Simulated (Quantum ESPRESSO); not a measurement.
Quantum ESPRESSO run on AlNi (Cmmm, 2 atoms in the cell): self-consistent single point.

Level of theory: LDA (PZ), PSlibrary ultrasoft (LDA) pseudopotentials (plane waves; Quantum ESPRESSO).

The change in words: lattice scaled by 0.98. Reference geometry:
```xyz
2
Lattice="1.9769 -1.9917 0.0000 1.9769 1.9917 0.0000 0.0000 0.0000 3.1605" Properties=species:S:1:pos:R:3 pbc="T T T"
Al     0.0000     0.0000     0.0000
Ni     1.9769     0.0000     1.5802
```

Reference input (self-consistent single point, DFT, LDA (PZ), plane waves, PSlibrary ultrasoft (LDA) pseudopotentials): ecutwfc = 50 Ry; ecutrho = 300 Ry; occupations = smearing; smearing = fd; degauss = 0.0036749 Ry; potentials = {Al: Al.pz-n-rrkjus_psl.1.0.0.UPF, Ni: Ni.pz-n-rrkjus_psl.1.0.0.UPF}; K_POINTS = automatic 15 15 14 0 0 0; conv_thr = 1e-10 Ry; mixing_beta = 0.7. This run's input differs from it in these lines:

```diff
@@ -31,5 +31,5 @@
 CELL_PARAMETERS {angstrom}
-   1.9768870000    -1.9916680000     0.0000000000
-   1.9768870000     1.9916680000     0.0000000000
-   0.0000000000     0.0000000000     3.1604890000
+   1.9373490000    -1.9518350000     0.0000000000
+   1.9373490000     1.9518350000     0.0000000000
+   0.0000000000     0.0000000000     3.0972790000
```

The program printed (abridged):

```
     Self-consistent Calculation

     iteration #  1     ecut=    50.00 Ry     beta= 0.70

     total energy              =    -105.21643378 Ry
     estimated scf accuracy    <       0.21368904 Ry

     iteration #  2     ecut=    50.00 Ry     beta= 0.70

     total energy              =    -104.95723258 Ry
     estimated scf accuracy    <       3.57522630 Ry

     iteration #  3     ecut=    50.00 Ry     beta= 0.70

     total energy              =    -105.36040314 Ry
     estimated scf accuracy    <       0.00158534 Ry

   [... 6 blocks of this kind left out ...]

     iteration # 10     ecut=    50.00 Ry     beta= 0.70

     total energy              =    -105.36211338 Ry
     estimated scf accuracy    <          1.1E-10 Ry

     iteration # 11     ecut=    50.00 Ry     beta= 0.70
     c_bands:  1 eigenvalues not converged
     End of self-consistent calculation

     Number of k-points >= 100: set verbosity='high' to print the bands.

     the Fermi energy is    11.8621 ev

!    total energy              =    -105.36211338 Ry
     estimated scf accuracy    <          1.2E-11 Ry
     smearing contrib. (-TS)   =      -0.00055232 Ry
     internal energy E=F+TS    =    -105.36156106 Ry

     convergence has been achieved in  11 iterations

     Forces acting on atoms (cartesian axes, Ry/au):

     atom    1 type  1   force =     0.00000000    0.00000000    0.00000000
     atom    2 type  2   force =     0.00000000    0.00000000    0.00000000

     Total force =     0.000000     Total SCF correction =     0.000000

          total   stress  (Ry/bohr**3)                   (kbar)     P=      -51.85
  -0.00014109   0.00000000   0.00000000          -20.75        0.00        0.00
   0.00000000  -0.00024969   0.00000000            0.00      -36.73        0.00
   0.00000000   0.00000000  -0.00066654            0.00        0.00      -98.05

   JOB DONE.
```

The run converged in 11 iterations. Against the reference run the free energy falls by 41.8 meV/atom and the pressure goes from -13.89 to -5.18 GPa.

The starting cell comes from a database of computed structures (which also holds hypothetical and non-ambient phases and stackings), without a prior relaxation at this level. Its lattice was rescaled by a random factor within 2.5 % of one. For this run, on top of that: lattice scaled by 0.98. Spin polarisation is off. With a pressure of about -5 GPa the cell is away from its equilibrium volume at this level.

Cost on one core of a shared machine: roughly 3 min.
